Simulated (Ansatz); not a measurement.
## Ansatz run on FeAl (Pm-3m, 2 atoms in the cell): self-consistent single point

Method: revPBE, default PAW files made with PBE (plane waves; Ansatz, a first-principles code).

The input file:

Ansatz 0.2 input:
```yaml
crystal:
  lattice:
    - [2.91000000, 0.00000000, 0.00000000]
    - [0.00000000, 2.91000000, 0.00000000]
    - [0.00000000, 0.00000000, 2.91000000]
  atoms:
    - { symbol: Al, position: [0.50000000, 0.50000000, 0.50000000] }
    - { symbol: Fe, position: [0.00000000, 0.00000000, 0.00000000] }
kpoints:
  mp_grid:
    grid: [15, 15, 15]
hamiltonian:
  xc: revpbe
  pseudopotentials:
    kind: paw
scf:
  occupations:
    method: cold
    width: 0.272
output:
  forces: true
  eigenvalues: true
  stress: true
```

Output (repeated stretches shortened):

```
WARN basis.ecutwfc = 420 eV, the default
WARN ansatz: RAYON_NUM_THREADS=1 ignored (pool sized by the plan → 1); use --threads N
Pseudopotentials: kind: paw
Pseudopotential: Al, paw, valence charge 3
Pseudopotential: Fe, paw, valence charge 16
Crystal: 2 atoms, lattice volume = 24.642 Å³
Basis set: ecut = 420 eV, 461 PW (Γ), exchange–correlation on 40×40×40 points (8 copies of the dense FFT grid, shifted against one another)
Bands: 14, of which v1, the nominal top of the filled ones, is band 10 counted from 1 (9 counted from 0)
Symmetry: 48 space group operations
Space group: Pm-3m (ITA 221), of the structure as read, at distance tolerance 2.9e-5 Å
k-points: 120 of 3375
PAW frozen core: Al, regenerated for the run's functional, and the local potential with it
PAW frozen core: Fe, regenerated for the run's functional, and the local potential with it
Initial density: superposition of atomic densities (neutral atoms: chi_scale 0, normalization atom), corrected by the library's trained network
Initial wavefunctions: pseudopotential atomic-orbital guess
Eigensolver: davidson
Functional: x = revpbe(κ = 1.245, μ = 0.2195149727645171), c = pbe(β = 0.06672455060314922)
SCF iter   1: F=—  HF=-5024.029779 eV  |F-HF|=—  |Δ(HF+E_count)|=         —  Δρ=1.65e-3  dr2=4.93e-4  ethr=1.77e-3  ⟨swp⟩=4.0  Hψ=7626  notcnv=0
all-band conjugate gradients solve this SCF's bands
preconditioner: auto → none
SCF iter   2: F=—  HF=-5024.029789 eV  |F-HF|=—  |Δ(HF+E_count)|=   1.07e-5  S|Δr|=    0.00e0  Δρ=1.01e-3  dr2=2.17e-4  ethr=2.60e-6  ⟨swp⟩=2.2  Hψ=3335  notcnv=0
SCF iter   3: F=—  HF=-5024.029752 eV  |F-HF|=—  |Δ(HF+E_count)|=   3.69e-5  S|Δr|=    0.00e0  Δρ=1.59e-4  dr2=7.48e-6  ethr=1.14e-6  ⟨swp⟩=2.0  Hψ=1906  notcnv=0
SCF iter   4: F=—  HF=-5024.029789 eV  |F-HF|=—  |Δ(HF+E_count)|=   3.71e-5  S|Δr|=    0.00e0  Δρ=5.49e-5  dr2=5.17e-7  ethr=3.93e-8  ⟨swp⟩=2.3  Hψ=2037  notcnv=0
SCF iter   5: F=-5024.029789 eV  HF=-5024.029789 eV  |F-HF|=4.55e-8  |Δ(HF+E_count)|=   4.20e-8  S|Δr|=    0.00e0  Δρ=1.77e-5  dr2=5.34e-8  ethr=5.26e-10  ⟨swp⟩=5.1  Hψ=7572  notcnv=0
SCF 1 converged in 5 iterations: F = -5024.029789 eV  dr2 = 5.34e-8
SCF converged after 5 iterations
Stability not checked (fill_not_monotonic)
Free energy (F): -5024.029789 eV
Harris-Foulkes:  -5024.029789 eV  (|F-HF|=4.55e-8)
Internal energy: -5024.074660 eV  (E = F + TS)
E sigma→0 (E₀):  -5024.044746 eV
Entropy (-TS):   0.044870 eV (22.435 meV/atom)
Fermi energy:    13.421031 eV
--- Per-component energies (eV) ---
  E_band       = -256.797009
  E_kinetic    = 380.112146
  E_local      = -2783.844153  (includes V_loc(G=0)·N_el)
  E_nonlocal   = 225.624949
  E_hartree    = 1203.125715
  E_xc         = -159.451534
  E_vxc        = -182.862260  (∫ρ·V_xc dr)
  E_paw        = -1838.832788  (= ΣΔE_a)
  E_vpaw       = -302.096014  (= ΣTr[D̂ρ^β])
  E_aug_tail   = 0.000785  (compensation charges beyond the density's cutoff)
  E_ewald      = -2050.761102
  E_core_change = -0.048677  (= ΣΔE_core)
  E_smearing   = 0.044870  (= −TS)
  E_closure    = 0.000000  (closes the sum)
  Σ components = -5024.029789   (vs F -5024.029789, Δ=0.00e0)
--- Forces (eV/Å), atoms counted from 1 ---
  atom   1  Al     0.00000000    -0.00000000    -0.00000000
  atom   2  Fe    -0.00000000     0.00000000    -0.00000000
  max |Σ_I F_I| component: 7.07e-31 eV/Å
--- Stress (GPa, compression-positive) ---
       -4.540864      -0.000000      -0.000000
       -0.000000      -4.540864       0.000000
        0.000000       0.000000      -4.540864
  P = ⅓ Tr σ = -4.5409 GPa (-45.409 kbar)
  The stress holds the Pulay correction. Without it, at fixed plane waves, as pw.x and ABINIT print it: P = -4.6135 GPa
--- Band table (eV; the first three rows and the last of 120) ---
  k-point 0: bands = ["-72.8279", "-38.8427", "-38.8427", "-38.8427", "3.3278", "11.3538", "11.3538", "13.5860", "13.5860", "13.5860", "19.6955", "19.6955", "19.6955", "22.6711"]
  k-point 1: bands = ["-72.8278", "-38.8450", "-38.8425", "-38.8425", "3.4093", "11.3423", "11.3784", "13.5346", "13.5346", "13.5912", "18.9769", "19.8162", "19.8162", "22.6497"]
  k-point 2: bands = ["-72.8273", "-38.8515", "-38.8420", "-38.8420", "3.6523", "11.2842", "11.4491", "13.3960", "13.3960", "13.6058", "17.6877", "20.1631", "20.1631", "22.5865"]
  k-point 119: bands = ["-72.8166", "-38.8846", "-38.8846", "-38.8846", "10.1921", "10.2934", "10.2934", "14.2085", "14.2085", "16.0051", "16.5038", "16.5038", "17.5502", "19.5537"]
```

The run converged in 5 iterations.

The starting cell has typed, rounded lattice constants, without a prior relaxation at this level. Spin polarisation is off. With a pressure of about -5 GPa the cell is away from its equilibrium volume at this level. Ansatz's pressure includes its estimate of the finite-basis (Pulay) stress.
